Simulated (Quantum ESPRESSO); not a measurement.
Quantum ESPRESSO is run on LaMg₂ (Fd-3m, 6 atoms in the cell), and the run fails. The aim is a self-consistent single point with DFT, PBEsol, plane waves, GBRV 1.5 ultrasoft (PBESOL) pseudopotentials.

Cell that was meant: a = 6.0867 Å, b = 6.0867 Å, c = 6.0867 Å, α = 60.00°, β = 60.00°, γ = 60.00°.

Part of the input:

```fortran
/
&electrons
   conv_thr = 1.0e-11
   electron_maxstep = 2
   mixing_beta = 0.7
/
ATOMIC_SPECIES
```

Output, abridged:

```
     Self-consistent Calculation

     iteration #  1     ecut=    40.00 Ry     beta= 0.70

     negative rho (up, down):  1.069E-01 0.000E+00

     total energy              =    -704.52501527 Ry
     estimated scf accuracy    <       0.68447373 Ry

     iteration #  2     ecut=    40.00 Ry     beta= 0.70

     negative rho (up, down):  1.172E-01 0.000E+00

     total energy              =    -704.74092748 Ry
     estimated scf accuracy    <       1.03030717 Ry
     End of self-consistent calculation

     convergence NOT achieved after   2 iterations: stopping

   JOB DONE.
```

Question: Diagnose the run.

Answer: The fault is an iteration limit that is too low. The loop is cut before its threshold is met, so whatever is printed at the end is not self-consistent. To fix it, raise the limit, or leave it to the default. The run ended unconverged after 2 iterations.

An input that runs soundly differs in these lines (not the only fix; some lines may just follow from the change or write a value another way):
```diff
-   electron_maxstep = 2
```

With that input, the run converged in 12 iterations: free energy E − TS -9590.5946 eV; Fermi level (on the code's own zero) 8.12 eV; pressure 0.94 GPa (DFT, PBEsol, plane waves, GBRV 1.5 ultrasoft (PBESOL) pseudopotentials).

On the sound input: the starting cell comes from a database of computed structures (which also holds hypothetical and non-ambient phases and stackings), without a prior relaxation at this level. Its lattice was rescaled by a random factor within 2.5 % of one.
